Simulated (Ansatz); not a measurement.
## Effect of uniaxial strain ε_zz = +0.80 % on Ir

The parent structure is Ir in the fcc (Cu type) structure (space group Fm-3m, No. 225; a = 3.830 Å). Axes: x, y, z lie along the cube axes.

One thing is altered: the cell is stretched by 0.80 % along z with no lateral relaxation, atoms relaxed at fixed cell.

Computed with DFT with PBEsol, PAW potentials and a 420 eV plane-wave cutoff in Ansatz (a quantum-chemistry and plane-wave program), without spin-orbit coupling. k-mesh 21×21×21 (Γ-centred); smearing 0.05 eV (Fermi–Dirac).

```csv
quantity,base,changed,shift
volume per atom,14.05 Å³,14.16 Å³,+0.11 Å³
shortest interatomic distance,270.9 pm,270.9 pm,0.0 pm
energy relative to the base (free energy F),0 meV/atom,+1.8 meV/atom,+1.8 meV/atom
"pressure (mean of the normal stresses, compression positive)",0.0 GPa,-3.0 GPa,-3.0 GPa
band gap,zero,zero,–
"stress (xx, yy, zz, yz, xz, xy; compression positive) (rough)",–,"(-2.0, -2.0, -5.1, 0.0, 0.0, 0.0) GPa",–
```

Final structure:

```
CELL_PARAMETERS angstrom
      0.00000     1.91524     1.93056
      1.91524     0.00000     1.93056
      1.91524     1.91524     0.00000
ATOMIC_POSITIONS crystal
  Ir 0.00000 0.00000 0.00000
```

Without a gap, meshes like the base's 21×21×21 leave anisotropic stresses uncertain by several tenths of a GPa, and small strain energies with them. No phonon test of stability was made. The final runs are not spin-polarised.
